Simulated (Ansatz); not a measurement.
Consider LaBr$_{3}$ (space group P6_3/m, No. 176; a = 7.9249 Å, c = 4.4500 Å). Axes: x lies along a and z along c of the hexagonal cell.

Modification: tensile biaxial strain of 4.36 % in the plane normal to [001], as in epitaxy on a mismatched substrate; the out-of-plane cell vector and the atoms relax.

Levels (all Ansatz, a first-principles code, PAW): PBEsol (420 eV, spin-orbit coupling left out); r2SCAN (500 eV, spin-orbit coupling left out); HSE06 (420 eV, scalar-relativistic without spin-orbit coupling).

At the geometry relaxed with PBEsol, these levels gave the following band gaps, in shuffled order: (a) 4.41 eV, (b) 3.60 eV, (c) 3.06 eV.

Q: Match each gap to its level.

A: (a) HSE06; (b) r2SCAN; (c) PBEsol.

Single points use the geometry relaxed with PBEsol. Whether these cells are dynamically stable was not tested.
